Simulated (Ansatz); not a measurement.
Start from AlAs in the zinc blende structure (space group F-43m, No. 216; a = 5.6743 Å). Axes: x, y, z lie along the cube axes.

Calculations: PBEsol/PAW in Ansatz (a quantum-chemistry and plane-wave program), no spin-orbit coupling, earlier PAW set.

It is then changed as follows: the cell is compressed by 2.15 % along x with no lateral relaxation, atoms relaxed at fixed cell.

Question: Predict the stress tensor and what it implies for the stiffness.

Answer: Stress of the strained cell less that of the base (GPa, compression positive):
```
   2.35    0.00    0.00
   0.00    1.27    0.00
   0.00    0.00    1.27
```

Then −Δσ_ii/ε with ε = -0.0215 gives secant stiffness values (nonlinear terms included at this strain): C11 ≈ 109 GPa, C12 ≈ 59 GPa and C13 ≈ 59 GPa.

Stability against distortions was not tested.
